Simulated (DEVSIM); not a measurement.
Device: Si n-i-p diode, at 300 K.

```
layer (left to right)  material  thickness (μm)  Nd (cm⁻³)  Na (cm⁻³)  τn (s)  τp (s)
---------------------  --------  --------------  ---------  ---------  ------  ------
1                            Si           0.950     3.1e18          -  7.3e-6  7.3e-6
2                            Si            26.0          -     1.3e12  7.3e-6  7.3e-6
3                            Si            3.30          -     1.1e19  7.3e-6  7.3e-6
```

Left contact: ohmic. Right contact: ohmic. Voltage is applied to the left contact. Recombination: SRH at mid-gap, Auger. Gap narrowing is on: ΔEg = 6.92 meV × (l + √(l² + 0.5)), l = ln(N/1.3e17 cm⁻³), shared equally by both band edges. Mobility is μmin + (μ − μmin)/(1 + (N/Nref)^α).

This is a model device: material constants are rounded textbook-type values typed into the input, and sizes, dopings and lifetimes were drawn at random. Values at 300 K.

| parameter | Si |
|---|---|
| gap (eV) | 1.124 |
| affinity (eV) | 4.05 |
| permittivity | 11.7 |
| Nc (cm⁻³) | 2.86e19 |
| Nv (cm⁻³) | 3.1e19 |
| μn (cm²/Vs) | 1417 |
| μp (cm²/Vs) | 470 |
| μn,min | 52 |
| μp,min | 45 |
| Nref,n | 9.7e16 |
| Nref,p | 2.2e17 |
| αn | 0.68 |
| αp | 0.72 |
| Cn (cm⁶/s) | 2.8e-31 |
| Cp (cm⁶/s) | 9.9e-32 |

Simulated with DEVSIM: 1D drift-diffusion, Boltzmann statistics, complete ionisation; no tunnelling, impact ionisation, image-force lowering or self-heating.

Base results: dark forward voltage at 1 A/cm² (V) 0.707; dark forward voltage at 100 A/cm² (V) 0.848.

Problem. What follows from this one change: minority lifetime in layer 2 7.3e-06 → 7.3e-07 s?

Solution. dark forward voltage at 1 A/cm² 0.707 → 0.701 V; dark forward voltage at 100 A/cm² little changed (0.847 V).

Problem. What follows from this one change: thickness of layer 2 26 → 16 μm?

Solution. dark forward voltage at 1 A/cm² little changed (0.709 V); dark forward voltage at 100 A/cm² 0.848 → 0.843 V.

Problem. What follows from this one change: constant mobility in place of the doping-dependent one?

Solution. dark forward voltage at 1 A/cm² 0.707 → 0.667 V; dark forward voltage at 100 A/cm² 0.848 → 0.813 V.
